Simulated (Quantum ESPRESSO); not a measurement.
## Effort and miss along a sweep of ecutwfc: CO2 (I-42d, 6 atoms in the cell)

```xyz
6
Lattice="1.9994 -1.9994 3.0517 1.9994 1.9994 3.0517 -1.9994 -1.9994 3.0517" Properties=species:S:1:pos:R:3 pbc="T T T"
C     -1.9994     0.0000     1.5259
C      0.0000     0.0000     0.0000
O     -1.3388    -0.9997     2.2888
O     -0.9997     1.3388     3.8147
O     -0.6606     2.9991    -0.7629
O     -0.9997     0.6606     0.7629
```

Level of theory: LDA (PZ), GBRV 1.5 ultrasoft (LDA) pseudopotentials (plane waves; Quantum ESPRESSO).

Base settings: ecutwfc = 40 Ry; ecutrho = 200 Ry; occupations = fixed; potentials = {C: c_lda_v1.2.uspp.F.UPF, O: o_lda_v1.2.uspp.F.UPF}; K_POINTS = automatic 6 6 6 0 0 0; nbnd = 20; conv_thr = 1e-10 Ry; mixing_beta = 0.7.

Misses are taken against the tightest run, 80 Ry (ecutrho: 200 Ry → 400 Ry), which need not be fully converged itself. The energy is the free energy per atom.

The count of work is k-points × plane waves × bands × iterations; it is no time, and leaves out set-up, grids and terms that scale otherwise. Core times come from one kind of shared machine and are given to one figure; runs under 30 s give none.

The starting cell comes from a database of computed structures (which also holds hypothetical and non-ambient phases and stackings), without a prior relaxation at this level. Its lattice was rescaled by a random factor within 2.5 % of one. In the base run, with a pressure of about -20 GPa the cell is away from its equilibrium volume at this level.

The runs (ecutwfc): 16 Ry (ecutrho: 200 Ry → 80 Ry) | 20 Ry (ecutrho: 200 Ry → 100 Ry) | 24 Ry (ecutrho: 200 Ry → 120 Ry) | 28 Ry (ecutrho: 200 Ry → 140 Ry) | 32 Ry (ecutrho: 200 Ry → 160 Ry) | 36 Ry (ecutrho: 200 Ry → 180 Ry) | 40 Ry | 46 Ry (ecutrho: 200 Ry → 230 Ry) | 52 Ry (ecutrho: 200 Ry → 260 Ry) | 60 Ry (ecutrho: 200 Ry → 300 Ry) | 70 Ry (ecutrho: 200 Ry → 350 Ry) | 80 Ry (ecutrho: 200 Ry → 400 Ry).

**Question.** Which is the coarsest setting among those run that, with all tighter ones, holds the energy within 10 meV/atom of the reference, and what does it save?

**Answer.** 46 Ry (ecutrho: 200 Ry → 230 Ry), off by 9.2 meV/atom; it needs 0.44 of the reference's count of work and about 0.4 of the reference's time.

**Question.** Which is the coarsest setting among those run that, with all tighter ones, holds the energy within 5 meV/atom of the reference, and what does it save?

**Answer.** 60 Ry (ecutrho: 200 Ry → 300 Ry), off by 2.6 meV/atom; its saving against the reference is no more than about a factor of 2 in the count of work.

**Question.** What does the step from 20 Ry (ecutrho: 200 Ry → 100 Ry) to 40 Ry buy?

**Answer.** It takes the miss in the energy from 2200 to 12 meV/atom, for 3.4 times the count of work.

| ecutwfc | energy less reference (meV/atom) | pressure less reference (GPa) | largest difference in the force on any atom (eV/Å) | count of work / reference | core time / reference (rough) |
|---|---|---|---|---|---|
| 16 Ry (ecutrho: 200 Ry → 80 Ry) | 6429.83 | -319.22 | 1.608 | 0.074 | – |
| 20 Ry (ecutrho: 200 Ry → 100 Ry) | 2171.61 | -149.76 | 1.471 | 0.10 | – |
| 24 Ry (ecutrho: 200 Ry → 120 Ry) | 651.83 | -59.65 | 0.224 | 0.13 | – |
| 28 Ry (ecutrho: 200 Ry → 140 Ry) | 187.12 | -21.36 | 0.010 | 0.19 | – |
| 32 Ry (ecutrho: 200 Ry → 160 Ry) | 52.56 | -6.29 | 0.042 | 0.23 | – |
| 36 Ry (ecutrho: 200 Ry → 180 Ry) | 18.33 | -0.99 | 0.027 | 0.31 | – |
| 40 Ry | 12.31 | 0.15 | 0.016 | 0.36 | – |
| 46 Ry (ecutrho: 200 Ry → 230 Ry) | 9.19 | -0.06 | 0.007 | 0.44 | 0.4 |
| 52 Ry (ecutrho: 200 Ry → 260 Ry) | 5.62 | -0.14 | 0.002 | 0.53 | 0.5 |
| 60 Ry (ecutrho: 200 Ry → 300 Ry) | 2.59 | 0.07 | 0.001 | 0.65 | 0.5 |
| 70 Ry (ecutrho: 200 Ry → 350 Ry) | 1.56 | 0.13 | 0.000 | 0.82 | 0.8 |
| 80 Ry (ecutrho: 200 Ry → 400 Ry) | 0.00 | 0.00 | 0.000 | 1.0 | 1 |
